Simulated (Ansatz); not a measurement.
## A constructed model of the (111) surface of fcc Ir, p(2x2) surface alloy, Pd on one Ir site of the top plane (bottom of the slab: a bare face, its two planes held)

Level of theory: PBE (plane waves to 420 eV, PAW; Ansatz, an electronic-structure program).

Set-up: 24 atoms, 11.2 Å thick at the start; mesh 8x8x1; 0.1 eV smearing; dipole correction on; 8 atoms held, the rest relaxed; start symmetry kept, larger cells not searched; no spin, no spin-orbit, no U. It is one candidate, not shown to be the stable structure of the face.

The work function of the top face is 5.40 eV and the energy released by relaxation is 0.12 eV. The cost is very roughly 12 core-minutes.
